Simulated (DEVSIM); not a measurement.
System: Si n-i-p diode, at 300 K.

Layer 1 from the left is Si, thickness (μm) 0.740, Nd (cm⁻³) 4.1e17, τn (s) 2.8e-7, τp (s) 2.8e-7. Layer 2 from the left is Si, thickness (μm) 8.00, Na (cm⁻³) 8.6e11, τn (s) 2.8e-7, τp (s) 2.8e-7. Layer 3 from the left is Si, thickness (μm) 0.940, Na (cm⁻³) 1.6e18, τn (s) 2.8e-7, τp (s) 2.8e-7.

Left contact: ohmic. Right contact: ohmic. Voltage is applied to the left contact. Recombination: SRH at mid-gap, Auger. Mobility is constant in doping.

This is a model device: material constants are rounded textbook-type values typed into the input, and sizes, dopings and lifetimes were drawn at random. Values at 300 K.

Si: gap (eV) 1.124, affinity (eV) 4.05, permittivity 11.7, Nc (cm⁻³) 2.86e19, Nv (cm⁻³) 3.1e19, μn (cm²/Vs) 1417, μp (cm²/Vs) 470, Cn (cm⁶/s) 2.8e-31, Cp (cm⁶/s) 9.9e-32.

DEVSIM, 1D drift-diffusion, Boltzmann statistics, complete ionisation; no tunnelling, impact ionisation, image-force lowering or self-heating.

**Question.** What does the simulation give for the dark forward voltage at 100 A/cm², the dark forward voltage at 1 A/cm², the potential step across the device at zero bias?

**Answer.** dark forward voltage at 100 A/cm² 0.780 V; dark forward voltage at 1 A/cm² 0.633 V; potential step across the device at zero bias 0.938 V.
